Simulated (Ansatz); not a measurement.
The reference is AlAs in the wurtzite structure (space group P6_3mc, No. 186; a = 4.003 Å, c = 6.581 Å; a model cell, its experimental status unchecked).

It is then changed as follows: full substitution Al → Ga; the structure is relaxed again.

Levels (all Ansatz, a first-principles code, PAW, earlier PAW set): PBEsol (420 eV, spin-orbit coupling left out); PBEsol+SOC (420 eV, with spin-orbit coupling).

The geometry is relaxed with PBEsol.

| Item | Value |
|---|---|
| PBEsol valence-band top at Γ | 0.00, 0.00, -0.19 eV |
| PBEsol lowest conduction level above the VBM at special points | Γ 0.43 eV; L 1.21 eV; M 1.23 eV; A 1.38 eV |
| PBEsol width of the top valence band | 2.93 eV |

With PBEsol+SOC at the same geometry, the valence-band top at Γ (three highest Kramers pairs, from the VBM) changes from 0.00, 0.00, -0.19 eV to 0.00, -0.10, -0.43 eV; the lowest conduction level above the VBM at special points becomes Γ 0.32 eV; L 1.09 eV; M 1.12 eV; A 1.27 eV (PBEsol: Γ 0.43 eV; L 1.21 eV; M 1.23 eV; A 1.38 eV); the width of the top valence band grows by 0.07 eV (2.93 eV → 3.00 eV).

Single points use the geometry relaxed with PBEsol. The spin-orbit shifts are approximate. The levels and masses belong to the bands next to the band gap. Stability against distortions was not tested. For GaAs in this form, whether it has been made was not checked. This is not the structure that GaAs has at room temperature and ambient pressure. This is not the structure that AlAs has at room temperature and ambient pressure.
